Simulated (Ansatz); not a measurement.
ZnS, response to strain

Consider ZnS in the wurtzite structure (space group P6_3mc, No. 186; a = 3.845 Å, c = 6.305 Å). Axes: x lies along a and z along c of the hexagonal cell.

Strains are applied to the cell and any free atomic positions relax.

All numbers come from plane-wave PAW DFT at the PBE level (Ansatz, a first-principles code, 420 eV), no spin-orbit coupling.

Notes on the quantities. pressure: mean of the normal stresses, compression positive; energy relative to the base: free energy F.

```tsv
variant	electron mass	pressure	volume per atom	energy relative to the base	band gap
base	0.16 mₑ along c, 0.18 mₑ across (at Γ)	0.00 GPa	20.18 Å³	0 meV/atom	2.08 eV
uniaxial strain ε_zz = +0.60 %	0.15 mₑ along z, 0.18 mₑ across (at Γ)	-0.42 GPa	20.31 Å³	+0.3 meV/atom	2.04 eV
uniaxial strain ε_zz = +1.20 %	0.15 mₑ along z, 0.18 mₑ across (at Γ)	-0.82 GPa	20.43 Å³	+1.2 meV/atom	1.99 eV
uniaxial strain ε_zz = +1.80 %	0.15 mₑ along z, 0.18 mₑ across (at Γ)	-1.21 GPa	20.55 Å³	+2.7 meV/atom	1.95 eV
uniaxial strain ε_zz = +2.40 %	0.15 mₑ along z, 0.18 mₑ across (at Γ)	-1.59 GPa	20.67 Å³	+4.7 meV/atom	1.90 eV
uniaxial strain ε_zz = +3.00 %	0.14 mₑ along z, 0.18 mₑ across (at Γ)	-1.95 GPa	20.79 Å³	+7.4 meV/atom	1.86 eV
```

Masses are band curvatures over ±0.01 Å⁻¹ around the edge. Stability against distortions was not tested.
